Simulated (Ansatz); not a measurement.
Input:

Host crystal: anatase TiO2, with a band gap (PBE, scalar-relativistic without spin-orbit coupling).

End structure of Au on the 1x1 (101) surface of anatase TiO2 (cut with top plane O), one in a 2x1 cell, started at the site 'top O #2':

```xyz
37
Lattice="7.5975 0.0000 0.0000 1.8994 5.2090 0.0000 0.0000 0.0000 28.5000" Properties=species:S:1:pos:R:3 pbc="T T T"
O      1.8994     2.2734     9.5548
O      5.6981     2.2734     9.5548
Ti     1.8994     3.8696    10.4672
Ti     5.6981     3.8696    10.4672
O      3.7988     4.3968    10.2347
O      7.5975     4.3968    10.2347
O      3.7988     0.6610    10.9426
O      7.5975     0.6610    10.9426
Ti     1.8994     1.0646    10.9433
Ti     5.6981     1.0646    10.9433
O      1.8994     2.8956    11.9562
O      5.6981     2.8956    11.9562
O      1.8994     0.6402    13.0347
O      5.6981     0.6402    13.0347
Ti     1.8945     2.4013    13.9568
Ti     5.6980     2.3924    13.9496
O      3.7972     2.8220    13.9926
O      7.5943     2.8159    14.0015
O      1.8959     4.3271    14.5039
O      5.6979     4.3280    14.5116
Ti     3.7984     4.7448    14.5351
Ti     7.5925     4.7471    14.5604
O      1.8974     1.2980    15.4606
O      5.6883     1.2976    15.4583
O      3.7879     4.2639    16.5410
O      7.6120     4.2661    16.5756
Ti     1.8937     0.8792    17.5312
Ti     5.6948     0.8723    17.5385
O      3.7890     1.3020    17.5334
O      7.5947     1.3071    17.5366
O      1.9101     2.7664    18.2918
O      5.6842     2.7736    18.2676
Ti     3.8018     3.2896    18.0331
Ti     7.5559     3.2845    18.1070
O      3.7981     4.8954    18.9385
O      7.5633     4.9335    18.9574
Au     0.8191     2.4182    20.6402
```

Model: 37-atom slab, 9.4 Å thick at the start under the adsorbate (thin: gaps and levels are the slab's own), 3x4x1 mesh, Fermi-Dirac 0.01 eV, dipole correction, 14 atoms held, the rest relaxed; no symmetry held; spin-polarised, ending with about 1.0 μB a cell; orders that need a larger cell were not tried, no spin-orbit, no U, no dispersion correction. At the end it is bonded to Ti. In PBE this state lies 0.07 eV over the lowest of the starts that converged ('over Ti at depth 0.9 Å').

A negative adsorption energy means that the adsorbate is more stable on the surface than in its reference.

Give the adsorption energy against an atom of fcc Au at the level Ansatz (an electronic-structure program) with PBE.

63.8 kcal/mol

Estimate the change of the step from the bottom to the top vacuum level, against the clean slab that PBE returns for this input.

-0.28 eV

Give the gap of the slab on its k-mesh at the level PBE.

0.44 eV

Predict the highest filled level below the top vacuum level from PBE.

5.78 eV
